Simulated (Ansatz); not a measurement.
The structure below was relaxed with PBEsol in Ansatz (plane waves to 420 eV, PAW, scalar-relativistic without spin-orbit coupling).

Space group Amm2 (No. 38); a = 3.9669 Å, b = 8.5540 Å, c = 11.7370 Å, α = β = γ = 90.00°

| atom | site | symmetry | x | y | z |
|---|---|---|---|---|---|
| As | 2b | mm2 | 0.5000 | 0.5000 | 0.1364 |
| As | 4d | m.. | 0.0000 | 0.2608 | 0.3748 |
| As | 2b | mm2 | 0.5000 | 0.5000 | 0.6327 |
| Ag | 2a | mm2 | 0.0000 | 0.0000 | 0.0005 |
| Ag | 4e | m.. | 0.5000 | 0.2474 | 0.2445 |
| In | 2a | mm2 | 0.0000 | 0.0000 | 0.4918 |

Write out a cell with all atoms.


```cif
data_Ag6As8In2
_chemical_formula_sum 'As8 Ag6 In2'
_space_group_name_H-M_alt 'P 1'
_space_group_IT_number 1
_cell_length_a 3.96686
_cell_length_b 8.55401
_cell_length_c 11.73699
_cell_angle_alpha 90.000
_cell_angle_beta 90.000
_cell_angle_gamma 90.000
loop_
_space_group_symop_operation_xyz
  'x, y, z'
loop_
_atom_site_label
_atom_site_type_symbol
_atom_site_fract_x
_atom_site_fract_y
_atom_site_fract_z
_atom_site_occupancy
As1 As 0.50000 0.50000 0.13644 1
As2 As 0.00000 0.76084 0.87479 1
As3 As 0.00000 0.23916 0.87479 1
As4 As 0.50000 0.50000 0.63266 1
Ag1 Ag 0.00000 0.50000 0.50055 1
Ag2 Ag 0.50000 0.75257 0.24450 1
Ag3 Ag 0.50000 0.24743 0.24450 1
In1 In 0.00000 0.50000 0.99178 1
As5 As 0.50000 0.00000 0.63644 1
As6 As 0.00000 0.26084 0.37479 1
As7 As 0.00000 0.73916 0.37479 1
As8 As 0.50000 0.00000 0.13266 1
Ag4 Ag 0.00000 0.00000 0.00055 1
Ag5 Ag 0.50000 0.25257 0.74450 1
Ag6 Ag 0.50000 0.74743 0.74450 1
In2 In 0.00000 0.00000 0.49178 1
```
This is the conventional cell.

Each cell is one ordered arrangement of few atoms, which overstates ordering effects compared with a random alloy. Stability against distortions was not tested. The final runs are not spin-polarised. The cell was made from InAs by this change: x(Ag) = 0.75, 8 atoms, Amm2.

Ansatz is an electronic-structure program.
